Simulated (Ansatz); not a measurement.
**What x(Ca) = 0.667, 6 atoms, Immm does to MgO**

The parent structure is MgO in the rock salt structure (space group Fm-3m, No. 225; a = 4.214 Å).

The other end (x = 1) is CaO in the rock salt structure (space group Fm-3m, No. 225): 13.54 Å³/atom, gap 3.54 eV.

Perturbation: a fraction x = 0.667 of the Mg sites is given to Ca, ordered in a cell of 6 atoms (starting symmetry Immm) and fully relaxed.

Calculations: plane-wave PAW DFT at the PBEsol level (Ansatz, a first-principles code, 420 eV), no spin-orbit coupling. k-mesh 12×12×12 (Γ-centred); smearing 0.05 eV (Fermi–Dirac), for the changed cell.

The volume per atom grows by 2.87 Å³ (9.35 Å³ → 12.22 Å³) and the density falls by 0.125 g/cm³ (3.58 g/cm³ → 3.45 g/cm³). The shortest interatomic distance increases by 0.165 bohr (3.982 bohr → 4.147 bohr) and the band gap decreases by 0.52 eV, from 4.62 eV to 4.10 eV. The gap character (in this cell's own zone, which can be folded) goes from direct at Γ to indirect, Γ → X and the electron mass becomes 0.42 mₑ along a, 1.5 mₑ along b, 0.56 mₑ along c (at X) (base: 0.34 mₑ (at Γ)). The valence-band top at Γ (three highest levels, from the VBM) goes from 0.00, 0.00, 0.00 eV to 0.00, -0.03, -0.08 eV and the mixing energy is +80 meV/atom. The deviation of the volume from the linear (Vegard-type) interpolation amounts to +0.6 % and the bowing parameter b of this ordering, from Eg = [1−x] Eg[0] + x Eg[1] − b x [1−x], is -0.9 eV. The mean first-shell distances amounts to Mg–O 2.239 Å (end compound 2.107 Å), Ca–O 2.338 Å (end compound 2.384 Å).

These are small ordered cells, not random alloys; other orderings at the same x differ. Effective masses come from finite differences of ±0.01 Å⁻¹. No phonon test of stability was made. k-point labels follow each cell's own Brillouin zone.
